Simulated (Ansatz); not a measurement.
## BeS: Be on a S site (antisite), symmetric start

The parent structure is a 24-atom supercell of BeS in the zinc blende structure (space group F-43m, No. 216; a = 4.8760 Å) at its relaxed geometry.

Modification: one S atom is replaced by Be, atoms relaxed at fixed cell.

All numbers come from PBE (Ansatz, a first-principles code, PAW, no SOC). Γ-centred 4×3×4 mesh, Fermi–Dirac width 0.01 eV.

```yaml
gap_of_the_supercell: zero (base 3.15 eV)
energy_gained_by_relaxation: 0.36 eV
largest_displacement_of_a_host_atom_from_its_site_in_the_perfect_cell: 0.16 Å
mean_distance_from_the_defect_site_to_its_nearest_host_atoms: 2.25 Å (base 2.11 Å)
```

Final structure:

```
CELL_PARAMETERS angstrom
      0.00000     4.87598     4.87598
      4.87598    -4.87598     4.87598
      4.87598     4.87598     0.00000
ATOMIC_POSITIONS crystal
  Be 0.50000 0.23424 0.50000
  S  0.49850 0.24957 0.00075
  S  0.66766 0.58706 0.66766
  S  0.66766 0.58706 0.16468
  S  0.83333 0.92063 0.83333
  S  0.83621 0.91421 0.33190
  S  0.00075 0.24957 0.49850
  S  0.00075 0.24957 0.00075
  S  0.16468 0.58706 0.66766
  S  0.16667 0.58090 0.16667
  S  0.33190 0.91421 0.83621
  S  0.33190 0.91421 0.33190
  Be 0.99996 0.99969 0.99996
  Be 0.99996 0.99969 0.50009
  Be 0.16667 0.33396 0.16667
  Be 0.14835 0.34284 0.67582
  Be 0.33205 0.66557 0.33205
  Be 0.33205 0.66557 0.83589
  Be 0.50009 0.99969 0.99996
  Be 0.50000 0.98029 0.50000
  Be 0.67582 0.34284 0.14835
  Be 0.67582 0.34284 0.67582
  Be 0.83589 0.66557 0.33205
  Be 0.83333 0.67316 0.83333
```

Cost of the whole job for the changed cell (relaxation, final SCF and bands): very roughly 4 core-minutes.

The magnetic state is the one reached from the starting moments; the real material's order can differ, and small cells can't hold many antiferromagnetic ones. The cell is small, so the values are those of an ordered compound at a high defect concentration; dilute-limit values will differ. The mesh was chosen for an insulator and is coarse for the gapless case. The defect started on the symmetric site and kept its symmetry, so it may sit on a saddle. The defect cell is spin-polarised and ends with 1.1 μB.
